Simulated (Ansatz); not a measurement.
Consider the following.

```
CELL_PARAMETERS angstrom
      5.02323     0.00000     0.00000
     -2.51161     4.35024     0.00000
      0.00000     0.00000     5.52310
ATOMIC_POSITIONS crystal
  Si 0.00000 0.47938 0.33333
  Si 0.52062 0.52062 0.00000
  Si 0.47938 0.00000 0.66667
  O  0.25066 0.41558 0.20094
  O  0.58442 0.83508 0.86761
  O  0.74934 0.16492 0.46572
  O  0.83508 0.58442 0.13239
  O  0.41558 0.25066 0.79906
  O  0.16492 0.74934 0.53428
```

No spin polarisation.

The values are results of plane-wave PAW DFT at the PBEsol level (Ansatz, an electronic-structure program, 420 eV), no spin-orbit coupling, not measurements. k-mesh 8×8×6 (Γ-centred); smearing 0.05 eV (Fermi–Dirac).

Q: What pressure (mean of the normal stresses, compression positive) does the calculation give?

A: -1.24 GPa.

Q: What is the computed space group?

A: P3_221 (No. 154).

The cells carry an imposed strain or load. Whether these cells are dynamically stable was not tested. The cell was made from SiO2 (space group P3_221, No. 154) by this change: isotropic strain +1.50 %.
